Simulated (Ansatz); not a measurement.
Consider ZnF₂ in the rutile structure (space group P4_2/mnm, No. 136).

```yaml
crystal:
  lattice:
    - [4.71731, 0.00000, 0.00000]
    - [0.00000, 4.71731, 0.00000]
    - [0.00000, 0.00000, 3.12851]
  atoms:
    - { symbol: Zn, position: [0.00000, 0.00000, 0.00000] }
    - { symbol: Zn, position: [0.50000, 0.50000, 0.50000] }
    - { symbol: F, position: [0.30383, 0.30383, 0.00000] }
    - { symbol: F, position: [0.80383, 0.19617, 0.50000] }
    - { symbol: F, position: [0.19617, 0.80383, 0.50000] }
    - { symbol: F, position: [0.69617, 0.69617, 0.00000] }
```

Cartesian axes are those of the cell as printed.

Calculations: PBEsol (Ansatz, a quantum-chemistry and plane-wave program, PAW, no SOC).

Before the change:

```
Quantity                              Result
---------------------  ---------------------
Valence-band top at Γ  0.00, -0.30, -0.30 eV
```

One thing is altered: biaxial strain −2.40 %, plane normal [001], relaxed out of plane (Cartesian); in-plane vectors clamped, the third vector and the atoms free.

Q: What does the calculation give for the valence-band top at Γ after the change?

A: The valence-band top at Γ (three highest levels, from the VBM) becomes 0.00, -0.45, -0.45 eV (base: 0.00, -0.30, -0.30 eV).

Q: How does this affect the out-of-plane strain?

A: The out-of-plane strain is +2.46 %.

The levels and masses belong to the bands next to the band gap. No phonon test of stability was made.
